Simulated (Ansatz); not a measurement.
Take Ni in the simple cubic structure (space group Pm-3m, No. 221; a = 2.291 Å; ferromagnetic; a hypothetical phase, not in the database extracts checked; relaxed with 0.1 eV smearing) as the base. Axes: x, y, z lie along the cube axes.

Method: Kohn–Sham DFT with the PBEsol functional, run in Ansatz (a quantum-chemistry and plane-wave program) with PAW and 420 eV plane waves, without spin-orbit coupling.

Base values:

| Quantity | Result |
|---|---|
| Shortest interatomic distance | 2.291 Å |

Perturbation: the cell is compressed by 1.23 % along z with no lateral relaxation, atoms relaxed at fixed cell.

Problem. What happens to the energy relative to the base, stress and shortest interatomic distance?

Solution. The energy grows by 2.4 meV/atom; the stress (xx, yy, zz, yz, xz, xy; compression positive) amounts to (0.5, 0.5, 5.3, 0.0, 0.0, 0.0) GPa; the shortest interatomic distance drops by 0.028 Å to 2.263 Å.

The magnetic state is the one reached from the starting moments; the real material's order can differ, and small cells can't hold many antiferromagnetic ones. The cells carry an imposed strain or load. Stability against distortions was not tested.
